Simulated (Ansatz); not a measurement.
The starting structures come from a database of crystals and need not be the phases stable at ambient conditions.

 Where the default PAW files enter, the runs use the earlier of Ansatz's two default sets.

Inside the gap of an insulator the Bloch states are evanescent, with a wavenumber k + iκ along the transport direction.

Consider the following.

```xyz
3
Lattice="3.9156 0.0000 0.0000 0.0000 6.6527 0.0000 0.0000 3.3263 1.9205" Properties=species:S:1:pos:R:3 pbc="T T T"
Y      0.0000     0.0000     0.0000
H      0.0000     4.4351     0.0000
Se     1.9578     2.2176     0.0000
```

Space group of this cell: P-6m2. The cell is taken as given.

Transport runs along the normal of the first two printed cell vectors, the (110) plane of the conventional cell.

No gap correction and no spin-orbit coupling; mid-gap values are interpolated between computed energies.

**Question.** Estimate the band gap and the smallest decay constant κ at mid-gap that r2SCAN in Ansatz (a program for electronic structure) returns for this system.

**Answer.** Gap 2.06 eV on a 8×16×16 mesh; κ = 0.155 1/Å, at (0.500, 0.000) of the in-plane reciprocal vectors. At the zone centre, at the nearest computed energy, the slowest state has κ = 0.21 1/Å.
